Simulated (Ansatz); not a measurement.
How far to go with the plane-wave cutoff: LuTl3 (P4mm, 4 atoms in the cell)

```xyz
4
Lattice="4.7020 0.0000 0.0000 0.0000 4.7020 0.0000 0.0000 0.0000 4.7020" Properties=species:S:1:pos:R:3 pbc="T T T"
Lu     0.0000     0.0000     0.0500
Tl     0.0000     2.3510     2.3510
Tl     2.3510     0.0000     2.3510
Tl     2.3510     2.3510     0.0000
```

Method: PBEsol, default PAW files made with PBE (plane waves; Ansatz, a quantum-chemistry and plane-wave program).

Base settings: basis.ecutwfc = 30.9 Ry; kpoints.mp_grid.grid = 5 5 5; hamiltonian.xc = pbesol; hamiltonian.pseudopotentials = {kind: paw} (the program's default PAW files); scf.occupations.method = fermi_dirac; scf.occupations.width = 0.0073 Ry.

The second cell is the first with its lattice scaled by 0.98.

The mesh stays at the base's, so the ladder's end is converged at best in this setting alone.

The first pressure column holds Ansatz's estimate of the finite-basis (Pulay) stress, which hides part of the cutoff error; the other is without it.

Only quantities that move along the ladder and can be compared are tabulated.

The count of work is k-points × plane waves × bands × iterations; it is no time. 

The starting cell comes from a database of computed structures (which also holds hypothetical and non-ambient phases and stackings), without a prior relaxation at this level. Its lattice was rescaled by up to half a per cent. One atom was moved a little off its site on purpose.

Steps (basis.ecutwfc): 10.7 Ry; 12.5 Ry; 14 Ry; 15.4 Ry; 16.9 Ry; 18.4 Ry; 21.7 Ry; 24.6 Ry; 27.9 Ry; 30.9 Ry; 33.8 Ry; 37.1 Ry; 41.5 Ry; 46.3 Ry; 54 Ry; 61.7 Ry; 74.2 Ry.

Q: What is the coarsest basis.ecutwfc that holds the forces within 0.01 eV/Å of the last step, with all finer ones?

A: 21.7 Ry, at 0.16 of the last step's count of work; the step before is off by 0.013 eV/Å.

Q: What is the coarsest basis.ecutwfc that holds the pressure without the Pulay estimate within 0.2 GPa of the last step, with all finer ones?

A: 27.9 Ry, at 0.23 of the last step's count of work; the step before is off by 0.45 GPa.

Q: What is the coarsest basis.ecutwfc that holds the energy of the compressed cell less the first within 2 meV/atom of the last step, with all finer ones?

A: 21.7 Ry, at 0.16 of the last step's count of work; the step before is off by 7.9 meV/atom.

```csv
basis.ecutwfc,free energy less the last step's (meV/atom),energy of the compressed cell less the first (meV/atom),pressure (GPa),pressure without the Pulay estimate (GPa),largest difference of a force vector from the last step's (eV/Å),count of work / last
10.7 Ry,32680.33,157.30,0.12,-621.20,1.036,0.058
12.5 Ry,15416.78,-232.58,2.99,-339.87,0.165,0.064
14 Ry,7718.89,153.17,2.06,-205.02,0.027,0.082
15.4 Ry,3974.26,-55.71,-0.47,-128.82,0.112,0.098
16.9 Ry,1786.79,-85.46,-1.92,-72.24,0.003,0.11
18.4 Ry,717.02,-9.62,-1.44,-36.05,0.013,0.12
21.7 Ry,73.44,-2.75,-1.78,-6.73,0.005,0.16
24.6 Ry,7.28,-1.19,-1.74,-2.24,0.000,0.19
27.9 Ry,2.60,-1.53,-1.78,-1.82,0.000,0.23
30.9 Ry,1.38,-1.63,-1.79,-1.84,0.000,0.27
33.8 Ry,0.55,-1.66,-1.79,-1.82,0.000,0.31
37.1 Ry,0.28,-1.67,-1.79,-1.80,0.000,0.32
41.5 Ry,0.23,-1.67,-1.79,-1.80,0.000,0.41
46.3 Ry,0.14,-1.67,-1.79,-1.80,0.000,0.50
54 Ry,0.09,-1.68,-1.79,-1.79,0.000,0.62
61.7 Ry,0.05,-1.68,-1.79,-1.79,0.000,0.67
74.2 Ry,0.00,-1.68,-1.79,-1.80,0.000,1.0
```

The energy difference between the two cells stays within 1 meV/atom of the last step's from 24.6 Ry on, the total only from 33.8 Ry on: much of the error is common to both cells and cancels.

At the lowest cutoff the pressure without the Pulay estimate lies 619 GPa under the last step's, the usual sign of Pulay stress in an incomplete plane-wave basis.

Keys are those of Ansatz 0.2.
